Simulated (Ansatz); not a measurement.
# How a calculation on TiMo2S4 (C2/m, 7 atoms in the cell) responds to its settings

```xyz
7
Lattice="6.4545 -1.5812 0.0000 6.4545 1.5812 0.0000 -2.3601 0.0000 5.4673" Properties=species:S:1:pos:R:3 pbc="T T T"
Ti     0.0000     0.0000     0.0000
Mo     2.6002     0.0000     1.7219
Mo     7.9487     0.0000     3.7454
S      0.3637     0.0000     2.4237
S     10.1852     0.0000     3.0437
S      4.6031     0.0000     0.1409
S      5.9459     0.0000     5.3264
```
Moments meant for the start (each program seeds them in its own way; μB, in the order of the atoms Ti Mo Mo S S S S): 1.0 0.0 0.0 0.0 0.0 0.0 0.0.

Base run A: PBEsol, PAW files made with PBE (Ansatz, a program for electronic structure), self-consistent single point.

Its settings: kpoints.mp_grid.grid = 6 6 3; kpoints.mp_grid.shift = 0.5 0.5 0.5; hamiltonian.xc = pbesol; hamiltonian.pseudopotentials = {kind: paw} (the program's default PAW files); magnetization.spin_polarized = true; scf.occupations.method = methfessel_paxton; scf.occupations.width = 0.0037 Ry.

The starting cell comes from a database of computed structures (which also holds hypothetical and non-ambient phases and stackings), without a prior relaxation at this level. Its lattice was rescaled by a random factor within 2.5 % of one. The moments shrank to a small part of their start, a low-spin state that need not be the lowest. Ansatz's pressure includes its estimate of the finite-basis (Pulay) stress. Without a gap this mesh is coarse (it stands for a supercell whose shortest vector is 18 Å).

ΔF is the free energy per atom less that of run A. 

Runs:
- B: scf.mixing.preconditioner: default (the program chose Kerker) → none
- C: scf.mixing.preconditioner: default (the program chose Kerker) → kerker
- D: scf.mixing.preconditioner: default (the program chose Kerker) → kerker_dos
- E: scf.mixing.preconditioner: default (the program chose Kerker) → resta; scf.mixing.eps_inf: default → 3
- F: scf.mixing.preconditioner: default (the program chose Kerker) → ldos
- G: scf.mixing.preconditioner: default (the program chose Kerker) → local_kerker
- H: scf.mixing.preconditioner: default (the program chose Kerker) → kerker; scf.mixing.q_tf: default → 0.2
- I: scf.mixing.preconditioner: default (the program chose Kerker) → kerker; scf.mixing.q_tf: default → 0.5
- J: scf.mixing.preconditioner: default (the program chose Kerker) → kerker; scf.mixing.q_tf: default → 1.5

```json
[
 {"run": "A", "ΔF (meV/atom)": "0.00", "pressure (GPa)": "0.51", "largest force (eV/Å)": "0.343", "size of the net moment (μB/atom)": "0.05", "iterations": "33"},
 {"run": "B", "ΔF (meV/atom)": "0.00", "pressure (GPa)": "0.51", "largest force (eV/Å)": "0.343", "size of the net moment (μB/atom)": "0.05", "iterations": "32"},
 {"run": "C", "ΔF (meV/atom)": "0.00", "pressure (GPa)": "0.51", "largest force (eV/Å)": "0.343", "size of the net moment (μB/atom)": "0.05", "iterations": "33"},
 {"run": "D", "ΔF (meV/atom)": "0.01", "pressure (GPa)": "0.42", "largest force (eV/Å)": "0.336", "size of the net moment (μB/atom)": "0.00", "iterations": "35"},
 {"run": "E", "ΔF (meV/atom)": "0.00", "pressure (GPa)": "0.51", "largest force (eV/Å)": "0.343", "size of the net moment (μB/atom)": "0.05", "iterations": "23"},
 {"run": "F", "ΔF (meV/atom)": "0.00", "pressure (GPa)": "0.51", "largest force (eV/Å)": "0.343", "size of the net moment (μB/atom)": "0.05", "iterations": "31"},
 {"run": "G", "ΔF (meV/atom)": "0.00", "pressure (GPa)": "0.51", "largest force (eV/Å)": "0.343", "size of the net moment (μB/atom)": "0.05", "iterations": "28"},
 {"run": "H", "ΔF (meV/atom)": "0.00", "pressure (GPa)": "0.51", "largest force (eV/Å)": "0.343", "size of the net moment (μB/atom)": "0.05", "iterations": "31"},
 {"run": "I", "ΔF (meV/atom)": "0.00", "pressure (GPa)": "0.51", "largest force (eV/Å)": "0.343", "size of the net moment (μB/atom)": "0.05", "iterations": "25"},
 {"run": "J", "ΔF (meV/atom)": "0.00", "pressure (GPa)": "0.51", "largest force (eV/Å)": "0.343", "size of the net moment (μB/atom)": "0.05", "iterations": "25"}
]
```

Runs B, C, E, F, G, H, I, J ended on the same solution as A (within 1 meV/atom and 0.1 μB a site). Runs D converged to a result that differs from A's by more than that. The fewest iterations to that state were 23 (E); the most were 33.

Keys are those of Ansatz 0.2.
